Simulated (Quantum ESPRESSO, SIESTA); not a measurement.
A SIESTA input for a self-consistent single point of BaSr₃ (Fm-3m, 4 atoms in the cell) (DFT, GGA PBEsol, numerical atomic orbitals DZP, PseudoDojo PBEsol standard norm-conserving potentials (rewritten from UPF to PSML)):

```
# files in the folder: Ba.psml Sr.psml (PseudoDojo PBEsol standard)
SystemName  BaSr3
SystemLabel BaSr3

NumberOfAtoms                4
NumberOfSpecies              2
%block ChemicalSpeciesLabel
  1 56 Ba
  2 38 Sr
%endblock ChemicalSpeciesLabel
LatticeConstant              1.0 Ang
%block LatticeVectors
     0.000000000    4.833592000    4.833592000
     4.833592000    0.000000000    4.833592000
     4.833592000    4.833592000    0.000000000
%endblock LatticeVectors
AtomicCoordinatesFormat      Bohr
%block AtomicCoordinatesAndAtomicSpecies
     0.000000000    0.000000000    0.000000000  1
     4.567082539    4.567082539    4.567082539  2
    13.701247617   13.701247617   13.701247617  2
     9.134165078    9.134165078    9.134165078  2
%endblock AtomicCoordinatesAndAtomicSpecies

XC.functional                GGA
XC.authors                   PBEsol
PAO.BasisSize                DZP
PAO.EnergyShift              0.005 Ry
MeshCutoff                   400 Ry
%block kgrid.MonkhorstPack
    8   0   0  0.0
    0   8   0  0.0
    0   0   8  0.0
%endblock kgrid.MonkhorstPack
OccupationFunction           FD
ElectronicTemperature        1160.45 K

MaxSCFIterations             150
SCF.Mixer.Method             Pulay
SCF.Mixer.Weight             0.25
SCF.Mixer.History            6
SCF.DM.Tolerance             1.0E-05
Diag.ParallelOverK           true
WriteForces                  true
```

Problem. Give the Quantum ESPRESSO input for the same structure, mesh, smearing and functional.

Solution. This is the input that was run; spellings and numerical settings could be chosen otherwise.

```fortran
&control
   calculation = 'scf',
   outdir = './tmp',
   pseudo_dir = './',
   tprnfor = .true.,
   tstress = .true.,
/
&system
   ibrav = 0,
   nat = 4,
   ntyp = 2,
   ecutwfc = 70,
   occupations = 'smearing',
   smearing = 'fermi-dirac',
   degauss = 0.0073499,
/
&electrons
   conv_thr = 1e-10,
   mixing_beta = 0.4,
/
ATOMIC_SPECIES
Ba   137.3270  Ba.upf
Sr    87.6200  Sr.upf
ATOMIC_POSITIONS crystal
Ba    0.0000000000    0.0000000000    0.0000000000
Sr    0.2500000000    0.2500000000    0.2500000000
Sr    0.7500000000    0.7500000000    0.7500000000
Sr    0.5000000000    0.5000000000    0.5000000000
K_POINTS automatic
8 8 8  0 0 0
CELL_PARAMETERS angstrom
   0.0000000000     4.8335920000     4.8335920000
   4.8335920000     0.0000000000     4.8335920000
   4.8335920000     4.8335920000     0.0000000000
```

Basis, cutoffs, solver keys and any potentials are the target program's own. This input uses DFT, PBEsol, plane waves, PseudoDojo standard norm-conserving (PBESOL) pseudopotentials. Both were run: pressure 4.11 GPa in SIESTA and -0.63 in Quantum ESPRESSO.

On SIESTA: the starting cell comes from a database of computed structures (which also holds hypothetical and non-ambient phases and stackings), without a prior relaxation at this level. Its lattice was rescaled by a random factor within 2.5 % of one. Values carry the incompleteness of an atom-centred basis. With a pressure of about 4 GPa the cell is away from its equilibrium volume at this level.

On Quantum ESPRESSO: the starting cell comes from a database of computed structures (which also holds hypothetical and non-ambient phases and stackings), without a prior relaxation at this level. Its lattice was rescaled by a random factor within 2.5 % of one.
